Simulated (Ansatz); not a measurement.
The parent structure is Nb5Si3 (space group P6_3/mcm, No. 193).

Space group P6₃/mcm (No. 193); a = b = 7.5075 Å, c = 5.2235 Å, α = β = 90.00°, γ = 120.00°

```csv
atom,site,symmetry,x,y,z
Nb,6g,m2m,0.2493,0.2493,0.7500
Nb,4d,3.2,0.3333,0.6667,0.0000
Si,6g,m2m,0.3936,0.3936,0.2500
```

Computed with plane-wave PAW DFT at the PBEsol level (Ansatz, a first-principles code, 420 eV), no spin-orbit coupling.

For the base:

The lattice parameter a is 7.508 Å.

Modification: a negative pressure, −1 GPa.

**Question.** Estimate the effect on the lattice parameter a.

**Answer.** The lattice parameter a grows by 0.012 Å to 7.520 Å.

Load acts through the strain it causes; cell and atoms are relaxed under it. Whether these cells are dynamically stable was not tested. All final runs are without spin polarisation.
